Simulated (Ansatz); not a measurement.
The reference is HfC in the rock salt structure (space group Fm-3m, No. 225; a = 4.652 Å).

Structures relaxed with PBE (Ansatz, a program for electronic structure; PAW; 420 eV plane waves; no SOC).

Base:

Simulated powder pattern, Cu Kα1, λ = 1.54056 Å (kinematic, ideal powder, no thermal factors, no anomalous dispersion; the 10 strongest lines at most, above 2 %, up to 2θ = 90°):

```json
[
 {"2θ (°)": "33.34", "I/Imax (%)": "100", "hkl": "(111)"},
 {"2θ (°)": "38.68", "I/Imax (%)": "64", "hkl": "(200)"},
 {"2θ (°)": "55.86", "I/Imax (%)": "44", "hkl": "(220)"},
 {"2θ (°)": "66.63", "I/Imax (%)": "44", "hkl": "(311)"},
 {"2θ (°)": "70.01", "I/Imax (%)": "15", "hkl": "(222)"},
 {"2θ (°)": "82.96", "I/Imax (%)": "7.3", "hkl": "(400)"}
]
```

Perturbation: cell and atoms relaxed at a pressure of 45 GPa.

After the change:

Simulated powder pattern, Cu Kα1, λ = 1.54056 Å (kinematic, ideal powder, no thermal factors, no anomalous dispersion; the 10 strongest lines at most, above 2 %, up to 2θ = 90°):

| 2θ (°) | I/Imax (%) | hkl |
|---|---|---|
| 35.04 | 100 | (111) |
| 40.68 | 63 | (200) |
| 58.89 | 43 | (220) |
| 70.40 | 43 | (311) |
| 74.03 | 15 | (222) |
| 88.09 | 7.3 | (400) |

The indices refer to the base's conventional cell; one index is shown for lines that coincide.

Load acts through the strain it causes; cell and atoms are relaxed under it. Stability against distortions was not tested. Competing high-pressure phases were not computed. All final runs are without spin polarisation.
